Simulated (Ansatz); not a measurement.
Functionals compared on NH3 on the 1x1 (100) surface of monoclinic ZrO2 (cut with top plane 2 O), one in a 1x1 cell, started at the site 'hollow O-O-O over O at depth 6.9 Å', in Ansatz (plane waves, PAW). The structure was relaxed with PBE; the other rows are single points on it, each with its references at the same level. Cutoff 420 eV (500 eV for r2SCAN). HSE06 used the coarser mesh 3x3x1.

Host crystal: monoclinic ZrO2, with a band gap (PBE, scalar-relativistic without spin-orbit coupling).

Slab: 28 atoms, 9.4 Å thick at the start under the adsorbate (thin: gaps and levels are the slab's own); k 4x4x1, smearing 0.01 eV, dipole-corrected; 12 atoms held, the rest relaxed; no symmetry held; no spin, no spin-orbit, no U, no dispersion correction. At the end it is bonded to Zr. In PBE it is, or lies within 0.03 eV of, the lowest of the starts that converged. These notes are the PBE run's. Adsorption energies are against NH3(g). A negative adsorption energy means that the adsorbate is more stable on the surface than in its reference.

A dash marks a value that is undefined for that row or was read on another mesh.

```csv
functional,adsorption energy (eV),gap of the slab on its k-mesh (eV),highest filled level below the top vacuum level (eV),rough cost of the single point
PBE,-1.24,3.52,5.24,–
RPBE,___,___,___,about 100 core-seconds (a rough figure)
r2SCAN,-1.45,3.95,5.53,about 2.9 core-minutes (a rough figure)
HSE06,-1.32,–,–,around 26 core-minutes (rough)
```

### Question
What belongs in the gaps?

### Answer

- RPBE, adsorption energy (eV): -0.95
- RPBE, gap of the slab on its k-mesh (eV): 3.58
- RPBE, highest filled level below the top vacuum level (eV): 5.13

Ansatz is a quantum-chemistry and plane-wave program.
